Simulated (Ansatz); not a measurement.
Results of dielectric-dependent PBEsol hybrid in Ansatz (plane waves, PAW) for Be₃N₂ (R3m, No. 160, 5 atoms in the cell; start mp-1070456; a measured phase of this formula has another space group).

Input:

Ansatz 0.2 input:
```yaml
crystal:
  lattice:
    - [1.4175685351, 0.8184335754, 4.8527647557]
    - [-1.4175685351, 0.8184335754, 4.8527647557]
    - [0.0, -1.6368671507, 4.8527647557]
  atoms:
    - { symbol: Be, position: [0.1410734234, 0.1410734234, 0.1410734234] }
    - { symbol: Be, position: [0.6823560751, 0.6823560751, 0.6823560751] }
    - { symbol: Be, position: [0.9111107259, 0.9111107259, 0.9111107259] }
    - { symbol: N, position: [0.7958207706, 0.7958207706, 0.7958207706] }
    - { symbol: N, position: [0.291545005, 0.291545005, 0.291545005] }
  host: atoms
basis:
  ecutwfc: 460
  ecutrho_ratio: 4
  xc_grid: 2
kpoints:
  mp_grid: { grid: [10, 10, 10] }
hamiltonian:
  xc:
    exchange: pbesol
    correlation: pbesol
    exx: { coeff: inverse_dielectric }
  dispersion: none
  pseudopotentials: { kind: paw }
scf:
  occupations: { method: fermi_dirac, width: 0.01 }
  convergence: { dr2_threshold: 0.0000000005 }
output:
  forces: true
  stress: true
  eigenvalues: true
```

The run printed, among other lines:

```
WARN output.stress: scf.exx.energy_threshold = 1e-6 eV is looser than the 5e-8 eV advised for a stress under a hybrid functional (1e-8 eV for each atom of the …
Crystal: 5 atoms, lattice volume = 33.781 Å³
Basis set: ecut = 460 eV, 749 PW (Γ), FFT grids on a1−a3, a2−a3, a3, exchange–correlation on 40×40×72 points (8 copies of the dense FFT grid, shifted against one another)
Bands: 13, of which v1, the nominal top of the filled ones, is band 8 counted from 1 (7 counted from 0)
Symmetry: 6 space group operations
Space group: R3m (ITA 160), of the structure as read, at distance tolerance 3.2e-5 Å
k-points: 116 of 1000 (time reversal used)
SCF iter   1: F=—  HF=-1033.516567 eV  |F-HF|=—  |Δ(HF+E_count)|=         —  Δρ=9.10e-3  dr2=2.69e-2
SCF iter   2: F=—  HF=-1033.508858 eV  |F-HF|=—  |Δ(HF+E_count)|=   7.71e-3  Δρ=1.63e-3  dr2=7.12e-4
  ...
Crystal: 5 atoms, lattice volume = 33.781 Å³
Initial density: handed on by an earlier stage of this run
Functional: x = 0.7917665021138666 pbesol(κ = 0.804, μ = 0.12345679012345678) + 0.2082334978861334 exact, c = pbesol(β = 0.046)
Crystal: 5 atoms, lattice volume = 33.781 Å³
SCF iter   3: F=—  HF=-1038.533174 eV  |F-HF|=—  |Δ(HF+E_count)|=  3.10e-10  Δρ=3.00e-6  dr2=8.74e-10
SCF iter   4: F=-1038.533174 eV  HF=-1038.533174 eV  |F-HF|=8.07e-11  |Δ(HF+E_count)|=  3.45e-10  Δρ=5.41e-7  dr2=2.21e-10
SCF 3 converged in 4 iterations: F = -1038.533174 eV  dr2 = 2.21e-10
Free energy (F): -1038.533174 eV
Internal energy: -1038.533174 eV  (E = F + TS)
E sigma→0 (E₀):  -1038.533174 eV
Fermi energy:    9.093112 eV
--- Forces (eV/Å), atoms counted from 1 ---
  atom   1  Be     0.00000000    -0.00000000    -0.00267365
  atom   2  Be     0.00000000    -0.00000000    -0.01142491
  atom   3  Be     0.00000000     0.00000000     0.01300370
  atom   4  N      0.00000000     0.00000000     0.02766845
  atom   5  N      0.00000000    -0.00000000    -0.02655745
--- Stress (GPa, compression-positive) ---
       -3.555070       0.000000       0.000000
        0.000000      -3.555070       0.000000
        0.000000       0.000000      -2.855400
  P = ⅓ Tr σ = -3.3218 GPa (-33.218 kbar)
```

The PAW data were made under PBE.

Note: cell and atoms aren't relaxed at this level (largest force component 0.03 eV/Å, pressure -3.3 GPa).

A start named mp-… is a Materials Project structure, which need not be a measured phase.

Ansatz is a quantum-chemistry and plane-wave program.
